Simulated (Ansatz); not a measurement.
Bond-angle distributions (per cent of the angles at each element, bins of 10°) of a relaxed model of amorphous Zr20O43In2 at 5.62 g/cm³. Level of theory: PBE, scalar-relativistic without spin-orbit coupling (plane waves to 420 eV, PAW; Ansatz, a quantum-chemistry and plane-wave program).

The cell was made by melting and quenching with the CHGNet potential and then relaxed with DFT. O atoms were pushed apart under 1.9 Å during the dynamics, to hinder bonds among them. The hot cell started wider than the set density and was brought back towards it in steps. It is the lowest in DFT energy of 2 quenches. It is a model cell: composition and starting density were chosen by hand, and all elements were melted together. No dispersion term was used. Its density started from a set value of 5.42 and ended at 5.62 g/cm³. Cooling (nominally 380 K/ps over its main leg) ran many orders faster than in experiment, which tends to leave more defects and strain. One small periodic cell is one sample of the glass; other quenches scatter about these values. Volume and shape were free in the relaxation.

Cut-offs for bonds: Zr-Zr 3.41 Å, Zr-O 2.74 Å, Zr-In 3.27 Å, O-O 1.58 Å, O-In 2.50 Å, In-In 3.12 Å. Two cations that share two anions don't count as bonded, nor two that share one unless they lie closer than Zr-Zr 3.32 Å, Zr-In 3.18 Å, In-In 3.04 Å.

| angle (°) | at Zr | at O | at In |
|---|---|---|---|
| 50-60 | 0 | 0 | 0 |
| 60-70 | 7 | 0 | 3 |
| 70-80 | 29 | 0 | 27 |
| 80-90 | 14 | 6 | 20 |
| 90-100 | 9 | 26 | 10 |
| 100-110 | 4 | 31 | 7 |
| 110-120 | 4 | 11 | 3 |
| 120-130 | 7 | 9 | 7 |
| 130-140 | 10 | 8 | 7 |
| 140-150 | 9 | 7 | 10 |
| 150-160 | 5 | 2 | 3 |
| 160-170 | 2 | 1 | 0 |
| 170-180 | 1 | 0 | 3 |

They go with these counts of neighbours within the cut-offs, cation contacts included: Zr mean 6.8, most often 6; O mean 3.4, most often 3; In mean 6.0, most often 6.
